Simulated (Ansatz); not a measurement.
Formation energy of the bound charge states of Ni_Si in metastable 2H silicon carbide (start: the Si site; 96-site cell, 2×2×2 shifted sampling) against the Fermi level, C-rich (Δμ(Si) = -0.40 eV, Δμ(Ni) = -0.62 eV, bounded by SiNi2 (Pnma); only phases computed here count, gases as isolated molecules at 0 K). These are PBE, PAW (plane waves to 420 eV; Ansatz, a program for electronic structure) values and carry that method's errors.

Cell and caveats: 96-site cell; 2×2×2 shifted k-points; host gap 2.31 eV; charged states image-corrected; no Hubbard U; energies good to tenths of an eV; flagged in the runs: a host whose relaxation on this sampling wasn't shown to rest.

```
E_F − E_VBM (eV)  q = +1  q = 0  q = −1  q = −2
----------------  ------  -----  ------  ------
0.00                4.35   4.62    5.38    7.37
0.29                4.63   4.62    5.09    6.79
0.58                4.92   4.62    4.80    6.21
0.87                5.21   4.62    4.51    5.64
1.15                5.50   4.62    4.22    5.06
1.44                5.79   4.62    3.93    4.48
1.73                6.08   4.62    3.65    3.91
2.02                6.37   4.62    3.36    3.33
2.31                6.65   4.62    3.07    2.75
```

Crossings of the lowest lines: (+1/0) at 0.27 eV; (0/−1) at 0.76 eV; (−1/−2) at 1.99 eV.
